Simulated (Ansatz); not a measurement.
## CdTe: energy against strain

CdTe (zinc blende, F-43m, 32.901 Å³/atom at rest, cube axes along x, y and z) under a strain ε along a cube axis (axis z), the other axes held. LDA in Ansatz, a plane-wave DFT program (PAW, default set), 420 eV, 9×9×9 Γ-centred mesh, Fermi-Dirac smearing 0.05 eV; ions are relaxed within the symmetry of each cell.

Here s stands for strain and y for E less E0.

| strain (%) | E less E0 (meV/atom) |
|---|---|
| -3.00 | ? |
| -1.50 | 1.36 |
| -1.00 | 0.60 |
| -0.50 | 0.15 |
| 0.00 | 0.00 |
| 0.50 | 0.15 |
| 1.00 | 0.59 |
| 1.50 | 1.33 |

The 7 complete rows are fitted with a parabola, y against s. Least squares gives y = 0.000 - 0.0079·s + 0.5976·s². Residuals (row less fit): 0.004, -0.006, -0.003, 0.000, 0.005, 0.000, -0.003; standard error 0.005 (degrees of freedom: 4). Twice the quadratic coefficient over the volume, 2 × 0.5976 meV × 10⁴ × 0.1602 / 32.901 Å³, is the elastic constant C11 = 58 ± 0.2 GPa.

Estimate the missing y (s = -3.00); what did the run itself give?

y = 0.000 - 0.0079 × (-3.0) + 0.5976 × (-3.0)² = 5.402 meV/atom. The calculation gives 5.54 meV/atom, 0.138 meV/atom above the prediction (2.5 % of the range of y in the table). The row lies outside the fitted rows, so this is an extrapolation. The fitted rows scatter only by rounding.

One order more, fitted to all 13 runs of the series, follows each within 0.01, so the miss is the next term of a smooth law. Rows are the converged runs of the series near zero and its far end; series whose fitted rows scatter by over a few per cent of the range, as at a crossing or softening among them, aren't shown in this form. Most that stay on the fit to the last digits aren't either.
